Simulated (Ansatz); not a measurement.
The starting structures come from a database of crystals and need not be the phases stable at ambient conditions.

Inside the gap of an insulator the Bloch states are evanescent, with a wavenumber k + iκ along the transport direction.

Data:

```
PdO4Se
1.0
    6.44298     0.00000     0.00000
    0.00000     7.91041     0.00000
    3.22149    -0.59585     3.93802
Pd Se O
2 2 8
Direct
  0.50000   0.50000   0.50000
  0.00000   0.00000   0.50000
  0.93129   0.75000   0.00000
  0.06871   0.25000   0.00000
  0.74758   0.28957   0.36646
  0.25242   0.71043   0.63354
  0.11404   0.21043   0.63354
  0.88596   0.78957   0.36646
  0.76217   0.57698   0.03740
  0.23783   0.42302   0.96260
  0.79957   0.92302   0.96260
  0.20043   0.07698   0.03740
```

Space group of this cell: C2/c. The cell is taken as given; by PBEsol its mean pressure is -4.9 GPa.

Transport runs along the normal of the first two printed cell vectors.

The gap is the functional's own, uncorrected, and κ follows it; spin-orbit coupling is left out. Mid-gap values are interpolated between the computed energies.

Compute, with PBEsol in Ansatz (a program for electronic structure), the band gap and the smallest decay constant κ at mid-gap.

Gap 1.16 eV on a 8×4×8 mesh; κ = 0.401 1/Å, at the zone centre.
